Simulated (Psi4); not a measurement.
Psi4 1.11, PBE/def2-svp: Sb(Me)3 ([CH3][Sb]([CH3])[CH3]), 13 atoms. The geometry is a generated start, not checked to be a minimum at this level.

```json
{
  "task": "energy",
  "method": "pbe",
  "basis": "def2-svp",
  "memory": "3 GB",
  "maxiter": "100",
  "keys_of_the_molecule_block": "symmetry c1",
  "scf_type": "df (default)",
  "e_convergence": "1e-06 (default)",
  "d_convergence": "1e-06 (default)",
  "dft_radial_points": "75 (default)",
  "dft_spherical_points": "302 (default)",
  "effective_core_potentials": "those of the basis set, past Kr",
  "basis_functions": "113",
  "grid_points": "278202"
}
```

```xyz
13

Sb     0.0070    -0.0016     1.2248
C      0.2155    -1.8257     0.0550
H      0.2500    -2.6923     0.7044
H      1.1337    -1.7801    -0.5193
H     -0.6272    -1.9257    -0.6193
C      1.4541     1.0828     0.0252
H      2.4366     0.6406     0.1491
H      1.4942     2.1194     0.3400
H      1.1673     1.0353    -1.0212
C     -1.6700     0.7408     0.0617
H     -2.6046     0.3985     0.4971
H     -1.5965     0.3798    -0.9600
H     -1.6600     1.8283     0.0625
```

With the defaults (diis = true, scf_initial_accelerator = adiis, damping_percentage = 0, guess = auto, which took SAD, level_shift = 0, level_shift_cutoff = 0.01, diis_start = 1, soscf = false, diis_max_vecs = 10) it converges in 9 SCF iterations. One run each on 2 threads, with these changes:
- level_shift = 0.1, level_shift_cutoff = 0.001
- diis_max_vecs = 6
- scf_initial_accelerator = none
- guess = sapgau
- diis_start = 4
- soscf = true
- diis = false, scf_initial_accelerator = none, damping_percentage = 60
- guess = sadno
- damping_percentage = 20

### Question
Which of these changes keep the SCF from converging, or lead it to another solution?

### Answer
No convergence: diis = false, scf_initial_accelerator = none, damping_percentage = 60 (the run ends without SCF convergence in 100 iterations). The rest reach the solution of the defaults.

```json
[
 {"setting": "soscf = true", "SCF iterations": "7", "JK calls": "23", "end": "same solution"},
 {"setting": "the defaults", "SCF iterations": "9", "JK calls": "10", "end": "same solution"},
 {"setting": "level_shift = 0.1, level_shift_cutoff = 0.001", "SCF iterations": "9", "JK calls": "10", "end": "same solution"},
 {"setting": "scf_initial_accelerator = none", "SCF iterations": "9", "JK calls": "10", "end": "same solution"},
 {"setting": "diis_max_vecs = 6", "SCF iterations": "9", "JK calls": "10", "end": "same solution"},
 {"setting": "guess = sadno", "SCF iterations": "10", "JK calls": "10", "end": "same solution"},
 {"setting": "diis_start = 4", "SCF iterations": "15", "JK calls": "16", "end": "same solution"},
 {"setting": "guess = sapgau", "SCF iterations": "17", "JK calls": "17", "end": "same solution"},
 {"setting": "damping_percentage = 20", "SCF iterations": "21", "JK calls": "22", "end": "same solution"},
 {"setting": "diis = false, scf_initial_accelerator = none, damping_percentage = 60", "SCF iterations": "100", "JK calls": "101", "end": "no convergence"}
]
```

An SOSCF iteration holds several JK calls; a Hückel guess adds calls on atoms.
